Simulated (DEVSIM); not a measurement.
System: Mo/SiO2/p-GaSb capacitor, at 300 K.

Layer 1 from the left is SiO2, thickness (nm) 31.0. Layer 2 from the left is GaSb, thickness (nm) 3500, Na (cm⁻³) 2.9e16.

Metal gate on the left, work function 4.6 eV. Fixed charge at the semiconductor interface 0 cm⁻² (in units of +e); no interface traps.

Constants are typed, rounded textbook-type inputs, not results; the design itself was drawn at random and stands for no fabricated device. Values at 300 K.

SiO2: gap (eV) 9, affinity (eV) 0.9, permittivity 3.9. GaSb: gap (eV) 0.726, affinity (eV) 4.06, permittivity 15.7, Nc (cm⁻³) 2.1e17, Nv (cm⁻³) 1.8e19.

Question: Estimate by hand the flat-band voltage, the threshold voltage, and compare with a numerical solution.

Answer: 
- Flat-band voltage: C = 0.111 μF/cm², work-function difference -0.020 V; VFB = φms − qNf/C = -0.02 V; numerical -0.02 V.
- Threshold voltage: φF = 0.254 V, depletion charge √(4εqNφF) = 8.11e-8 C/cm²; VT = VFB + 2φF + Qd/C = 1.22 V; numerical 1.22 V.

Simulated with DEVSIM: 1D Poisson equation in equilibrium, Boltzmann statistics, complete ionisation; no quantum confinement or tunnelling. Metal contacts follow the ideal Schottky-Mott rule: no Fermi-level pinning, no interface dipoles.
